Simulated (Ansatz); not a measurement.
Consider Pb in the fcc (Cu type) structure (space group Fm-3m, No. 225; a = 4.934 Å; relaxed with 0.1 eV smearing). Axes: x, y, z lie along the cube axes.

Calculations: Ansatz (a program for electronic structure), PBEsol, PAW, cutoff 420 eV, no SOC.

Before the change:

The shortest interatomic distance comes out as 348.9 pm.

It is then changed as follows: compressive biaxial strain of 1.00 % in the plane normal to [001], as in epitaxy on a mismatched substrate; the out-of-plane cell vector and the atoms relax.

Predict the new ratio −ε⊥/ε∥.

The ratio −ε⊥/ε∥ is 1.51.

Estimate the effect on the energy relative to the base.

The energy increases by 0.7 meV/atom.

Predict the new shortest interatomic distance.

The shortest interatomic distance shrinks by 3.5 pm to 345.4 pm.

Stability against distortions was not tested.
